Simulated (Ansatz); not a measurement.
One pseudomorphic plane of X on fcc Pt (111), continuing the host's stacking (six planes of the host, 1x1 cell of 6.82 Å², clean work function 5.69 eV). ΔE counts an X atom from its bulk element. E_seg is the energy of the plane on top less that of the same plane lying second, under one plane of the host, at equal numbers of atoms (made equal with bulk Pt); a negative value keeps X outside. χ is Pauling's electronegativity. These are constructed structures, held to the host's lattice; rows with a moment ran spin-polarised from parallel moments in the plane, the only order that a 1x1 cell holds, and a change of moment is part of their E_seg. Rows without one ran without spin, though stretched planes of other d metals may be magnetic.

Calculation: PBE (plane waves to 420 eV, PAW; Ansatz, a quantum-chemistry and plane-wave program).

```csv
X,χ,ΔE (eV),Δφ (eV),E_seg (eV),"moment of the cell, X on top / second (μB)"
Zr,1.33,-0.10,-1.06,1.42,–
Sc,1.36,-0.41,-1.64,1.36,–
Mn,1.55,0.13,-1.38,0.90,4.2 / 4.2
Zn,1.65,-0.70,-1.24,0.55,–
In,1.78,-0.23,-1.92,-0.23,–
Fe,1.83,0.27,-1.19,0.90,3.3 / 3.7
Re,1.90,0.61,-0.23,?,–
Sn,1.96,0.01,-2.06,-0.40,–
Os,2.20,0.97,-0.16,0.69,–
Pd,2.20,-0.06,-0.55,0.06,–
Rh,2.28,0.38,-0.49,0.40,–
```

Problem. Fit a straight line of E_seg against χ to the other rows and predict the withheld value for Re.

Solution. Least squares gives E_seg = 2.58 + (-1.11) × χ, with a root-mean-square miss of 0.46 eV. For Re, χ = 1.90 gives 0.47 eV; the run gave 0.86 eV, 0.39 eV away, 0.8 times that miss. Of the pairs tried (Δφ and E_seg against χ, E_seg against ΔE) this one correlates best on the rows given.

Work function. Over these 11 rows Δφ correlates with χ at r = 0.53. It runs from -2.06 eV (Sn) to -0.16 eV (Os), that is from 3.63 to 5.53 eV in all.

Place. E_seg is below −0.05 eV, so that the full plane is lower on top, for In, Sn; above 0.05 eV, so that it is lower under one plane of the host, for Zr, Sc, Mn, Zn, Fe, Re, Os, Pd, Rh.

ΔE is negative for Zr, Sc, Zn, In, Pd: there the strained plane on this host is lower than the bare face and X's own bulk. Alloying within the plane, relief of strain and larger cells were not tried.

Left out: 11 runs of this family that did not converge or found no flat vacuum level.
